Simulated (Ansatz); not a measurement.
**A constructed model of the (111) surface of fcc Ag, a layer of Cu in place of the third plane (bottom of the slab: a bare face, its two planes held)**

Computed with PBE (plane waves to 420 eV, PAW; Ansatz, an electronic-structure program).

Model: 6-atom slab, 11.8 Å thick at the start with caps and adatoms (thin: gaps and levels are the slab's own), 15x15x1 mesh, Fermi-Dirac 0.1 eV, dipole correction, 2 atoms held, the rest relaxed; symmetry of the start imposed; no spin, no spin-orbit, no U. In PBE it is, or lies within 0.01 eV a 1x1 cell of, the lowest of the 2 structures of its composition computed so far; subsurface sites and larger cells were not tried.

| Quantity | Value |
|---|---|
| work function of the top face | 4.45 eV |
| energy released by relaxation | 0.11 eV |
| cost | around 2.1 core-minutes (rough) |
